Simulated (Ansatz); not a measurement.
Terminations of the (0001) surface of hcp Ru, measured from the surface 'clean 1x1'. Atoms come from or go to: Co: hcp Co, ferromagnetic, Cr: bcc Cr, antiferromagnetic, Fe: bcc Fe, ferromagnetic, In: tetragonal indium, Nb: bcc Nb, Pb: fcc Pb, Pd: fcc Pd, Pt: fcc Pt, Ru: hcp Ru, Sn: beta tin, V: bcc V, W: bcc W. ΔE is the energy of forming the row's surface from that one (negative: more stable at these reservoirs); the vacuum level's shift is aligned on the shared bottom. No zero-point or thermal terms. These are constructed structures in small cells; real faces may alloy, dewet or reconstruct in larger ones, and not all known structures of the face are among them. Slabs of about 11 Å, Fermi-Dirac smearing of 0.1 eV. Bottom of the slabs: a bare face, its two planes held. Relaxed from the named starts with such symmetry as they have, on meshes of like density; energies extrapolated to zero smearing; spin only where a row says so; no spin-orbit coupling, no U. Brackets mark spin-polarised runs, whose order is one that fits the cell. A dash marks a value that is undefined for that row (no clear gap, or no work function of a gapped slab) or was not read reliably on its mesh.

Computed with PBE (plane waves to 420 eV, PAW; Ansatz, a quantum-chemistry and plane-wave program).

| surface | atoms added per 1x1 | ΔE per 1x1 (eV) | shift of the vacuum level (eV) | work function (eV) |
|---|---|---|---|---|
| a pseudomorphic layer of Nb in the other hollow | +1 Nb | 0.20 | 0.06 | 5.03 |
| a pseudomorphic layer of Sn in the host's stacking | +1 Sn | ? | -1.30 | 3.70 |
| a pseudomorphic layer of Pt in the host's stacking | +1 Pt | ? | 0.43 | 5.42 |
| a layer of W in place of the second plane | -1 Ru, +1 W | -0.01 | -0.36 | 4.60 |
| (√3x√3)R30° surface alloy, Pb on one Ru site of the top plane | +0.333 Pb, -0.333 Ru | -0.29 | -1.10 | 3.87 |
| a pseudomorphic layer of In in the other hollow | +1 In | ? | -1.30 | 3.70 |
| (√3x√3)R30°, one Ru site of the top plane empty | -0.333 Ru | 0.48 | -0.61 | 4.35 |
| (√3x√3)R30° surface alloy, Pd on one Ru site of the top plane | +0.333 Pd, -0.333 Ru | -0.09 | 0.04 | 5.01 |
| a layer of Co in place of the third plane [spin, 1.3 μB a cell] | +1 Co, -1 Ru | 0.30 | -0.05 | 4.93 |
| a layer of Fe in place of the third plane [spin, 1.6 μB a cell] | +1 Fe, -1 Ru | 0.31 | -0.07 | 4.92 |
| a pseudomorphic layer of V in the host's stacking [spin, 1.0 μB a cell] | +1 V | 0.12 | -0.49 | 4.48 |
| a layer of Cr in place of the third plane [spin start, no net moment] | +1 Cr, -1 Ru | 0.27 | -0.08 | 4.92 |

Problem. Complete the blanks.

Solution. 
- a pseudomorphic layer of Sn in the host's stacking, ΔE per 1x1 (eV): 0.46
- a pseudomorphic layer of Pt in the host's stacking, ΔE per 1x1 (eV): -0.64
- a pseudomorphic layer of In in the other hollow, ΔE per 1x1 (eV): 0.13
